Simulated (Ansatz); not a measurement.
Take GaP in the zinc blende structure (space group F-43m, No. 216; a = 5.5064 Å) as the base.

All numbers come from PBE (Ansatz, a program for electronic structure), no spin-orbit coupling, earlier PAW set.

Before the change:

- Band gap: 1.58 eV
- Shortest interatomic distance: 2.384 Å
- Gap character: direct at Γ

It is then changed as follows: full substitution P → As; the structure is relaxed again.

Tabulated Pauling electronegativity and covalent radius: P 2.19, 1.07 Å; As 2.18, 1.19 Å.

What does the calculation give for the band gap after the change?

The band gap shrinks by 1.42 eV, from 1.58 eV to 0.16 eV.

What happens to the shortest interatomic distance?

The shortest interatomic distance goes up by 0.104 Å, from 2.384 Å to 2.488 Å.

What happens to the gap character?

The gap character remains direct at Γ.

No phonon test of stability was made. The real GaP has an indirect gap at ambient pressure; PBE orders its close-lying valleys differently. The zero or small gap of GaAs can change with the level of theory.
